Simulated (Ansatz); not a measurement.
Input:

```
CaZrN2
1.0
    1.64299     0.94858     5.55586
   -1.64299     0.94858     5.55586
    0.00000    -1.89716     5.55586
Ca Zr N
1 1 2
Direct
  0.00000   0.00000   0.00000
  0.50000   0.50000   0.50000
  0.23853   0.23853   0.23853
  0.76147   0.76147   0.76147
```

Calculation: r2SCAN, rigid bands (plane waves, PAW, scalar-relativistic; Ansatz, an electronic-structure program). Condition of this run: functional r2SCAN on the same cell. Geometry: cell and atoms relaxed with PBEsol.

**Question.** What conductivity effective mass do dilute electrons have at 300 K?

**Answer.** 0.30 (x), 0.30 (y), 0.31 (z) mₑ.

**Question.** Predict the hole conductivity mass (n e² τ/σ) at 300 K, by direction if it differs.

**Answer.** 0.42 (x), 0.42 (y), 0.94 (z) mₑ.

**Question.** And the band gap?

**Answer.** 0.80 eV at this level; semilocal functionals usually fall short of the measured gap.

Rigid bands, one relaxation time for all states, no polarons. Spin-orbit coupling is left out; where it splits the top of the valence band it changes the hole mass and lowers the gap by about a third of the splitting. Geometry: cell and atoms relaxed with PBEsol.

Computed structure with no diffraction record at hand here (it may be known, metastable or hypothetical): CaZrN2 (R-3m).
